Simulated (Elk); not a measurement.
Band structure of Fe3Rh (Fm-3m, 4 atoms in the cell).

```yaml
crystal:
  lattice:
    - [0.00000, 2.95649, 2.95649]
    - [2.95649, 0.00000, 2.95649]
    - [2.95649, 2.95649, 0.00000]
  atoms:
    - { symbol: Fe, position: [0.75000, 0.75000, 0.75000], spin: 4.0 }
    - { symbol: Fe, position: [0.25000, 0.25000, 0.25000], spin: 4.0 }
    - { symbol: Fe, position: [0.00000, 0.00000, 0.00000], spin: 4.0 }
    - { symbol: Rh, position: [0.50000, 0.50000, 0.50000], spin: 1.0 }
```
(The spins are starting values, not results.)

Method of the run: PBEsol, all-electron FP-LAPW, Elk's shipped species files, APW+lo basis with extra local orbitals in Elk 10.2.4.

Settings: xctype = 22; spinpol = true; rgkmax = 8; stype = 0; swidth = 0.00999582 Ha; ngridk = 8 8 8; reducebf = 0.7; gmaxvr = 14 1/bohr; nxlo = 2; lorbcnd = true; rmtscf = 0.91; lmaxi = 2; nempty = 10 per atom; maxscl = 100.

The starting cell comes from a database of computed structures (which also holds hypothetical and non-ambient phases and stackings), without a prior relaxation at this level. Its lattice was rescaled by a random factor within 2.5 % of one. The magnetic order is the one reached from the typed start; others were not searched systematically. Values depend on the basis (sphere radii, cutoffs, local orbitals), which need not be converged.

Levels in eV from the Fermi level, bands 34 to 41 of the first spin channel:
| point | 34 | 35 | 36 | 37 | 38 | 39 | 40 | 41 |
|---|---|---|---|---|---|---|---|---|
| Γ | -0.74 | -0.31 | -0.31 | -0.31 | 7.31 | 7.31 | 7.31 | 8.15 |
| X | -0.85 | -0.63 | -0.03 | -0.03 | 0.22 | 0.22 | 0.41 | 6.52 |
| W | -0.52 | -0.52 | -0.48 | -0.07 | -0.07 | 0.41 | 0.63 | 9.75 |
| K | -1.28 | -0.83 | -0.55 | -0.07 | 0.01 | 0.61 | 2.05 | 6.79 |
| L | -1.10 | -0.86 | -0.86 | -0.55 | -0.17 | 6.34 | 6.34 | 6.89 |
| U | -1.28 | -0.83 | -0.55 | -0.07 | 0.01 | 0.61 | 2.05 | 6.79 |

Bands cross the Fermi level along this path, so the cell is metallic at this level.

The net moment of the cell came out as 9.18 μB.
